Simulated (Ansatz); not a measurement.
**ZrSe2 under a change: pressure −1 GPa**

Start from ZrSe2 in the CdI2 type structure (space group P-3m1, No. 164; a = 3.662 Å, c = 5.842 Å; layered, stacked along the Cartesian z axis).

The change: a negative pressure, −1 GPa.

Method: Ansatz (a first-principles code) PBEsol-D3(BJ), without spin-orbit coupling. Γ-centred 15×15×8 mesh, Fermi–Dirac width 0.05 eV.

The volume per atom goes up by 0.55 Å³, from 22.61 Å³ to 23.16 Å³ and the lattice parameter a rises by 0.023 Å (3.662 Å → 3.685 Å). The c/a ratio goes up by 0.0084 to 1.604 and the shortest interatomic distance grows by 0.0072 Å (2.655 Å → 2.663 Å). The enthalpy H = E + PV relative to the base's energy is -0.14 eV/atom and the band gap stays zero.

Cost of the whole job for the changed cell (relaxation, final SCF and bands): roughly 2.0 core-minutes.

Load acts through the strain it causes; cell and atoms are relaxed under it. Whether these cells are dynamically stable was not tested. The final runs are not spin-polarised. A zero or small gap of ZrSe2 can be the functional's error rather than a property of the material.
